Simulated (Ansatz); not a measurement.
The reference is BN in the zinc blende structure (space group F-43m, No. 216).

```
CELL_PARAMETERS angstrom
      0.00000     1.80486     1.80486
      1.80486     0.00000     1.80486
      1.80486     1.80486     0.00000
ATOMIC_POSITIONS crystal
  B  0.00000 0.00000 0.00000
  N  0.25000 0.25000 0.25000
```

Cartesian axes are those of the cell as printed.

The values are results of Ansatz (a first-principles code), r2SCAN, PAW, cutoff 500 eV, without spin-orbit coupling, not measurements.

Base values:

| Item | Value |
|---|---|
| Band gap | 5.00 eV |
| Electron mass | 0.87 mₑ along k, 0.29 mₑ across (at X) |
| Valence-band top at Γ | 0.00, 0.00, 0.00 eV |
| Pressure | 0.00 GPa |

Now apply this change: biaxial strain +0.42 %, plane normal [111], relaxed out of plane (Cartesian); in-plane vectors clamped, the third vector and the atoms free.

**Question.** What happens to the band gap?

**Answer.** The band gap drops by 0.02 eV, from 5.00 eV to 4.98 eV.

**Question.** What happens to the electron mass?

**Answer.** The electron mass is still 0.87 mₑ along k, 0.29 mₑ across (at X).

**Question.** What does the calculation give for the valence-band top at Γ after the change?

**Answer.** The valence-band top at Γ (three highest levels, from the VBM) becomes 0.00, -0.02, -0.02 eV (base: 0.00, 0.00, 0.00 eV).

**Question.** Predict the new pressure.

**Answer.** The pressure (mean of the normal stresses, compression positive) goes from zero to -2.97 GPa.

Effective masses come from finite differences of ±0.01 Å⁻¹. Along k means along the line from Γ to the band edge. No phonon test of stability was made.
